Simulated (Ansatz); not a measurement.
Defect migration in rock-salt CaO: O vacancy, neutral cell. Level of theory: PBE, PAW (plane waves to 420 eV; Ansatz, an electronic-structure program).

64-site cell at the relaxed PBE lattice, the Γ point alone, smearing 0.01 eV, spin-restricted, no finite-size correction. No zero-point or tunnelling terms. The charge state is imposed; whether it is stable for some Fermi level was not computed. Forms of the defect that were not tried may lie lower.

Barriers: single points on a 2×2×2 k-point mesh shifted by half a step at the bands' geometries (they differ from the bands' own by up to 0.44 eV, and are uncertain by about as much).

The step: one O atom jumps into the vacancy from a nearby O site. Atoms about the jump, Cartesian Å from the middle of the jump, before and after:

```tsv
atom	x0	y0	z0	x1	y1	z1
O1	0.00	-1.22	-1.22	0.00	1.22	1.22
Ca2	0.00	-1.27	1.21	0.00	-1.21	1.27
Ca3	0.00	1.21	-1.27	0.00	1.27	-1.21
Ca4	-2.48	1.21	1.21	-2.41	1.20	1.20
Ca5	-2.41	-1.20	-1.20	-2.48	-1.21	-1.21
O6	-2.42	-1.22	1.21	-2.42	-1.21	1.22
O7	-2.42	1.21	-1.22	-2.42	1.22	-1.21
```

### Question
Predict the transition state.

### Answer

```json
[
 {"atom": "O1", "x": "-0.53", "y": "0.00", "z": "0.00"},
 {"atom": "Ca2", "x": "0.07", "y": "-1.38", "z": "1.38"},
 {"atom": "Ca3", "x": "0.07", "y": "1.39", "z": "-1.39"},
 {"atom": "Ca4", "x": "-2.35", "y": "1.11", "z": "1.10"},
 {"atom": "Ca5", "x": "-2.35", "y": "-1.10", "z": "-1.10"},
 {"atom": "O6", "x": "-2.58", "y": "-1.33", "z": "1.33"},
 {"atom": "O7", "x": "-2.58", "y": "1.34", "z": "-1.33"}
]
```
It lies 3.30 eV above the start and 3.30 eV above the end. The saddle point's order was not checked, and it lies on a symmetry element of the cell, where a band can be held. Symmetry-equivalent saddle points exist between the same ends.
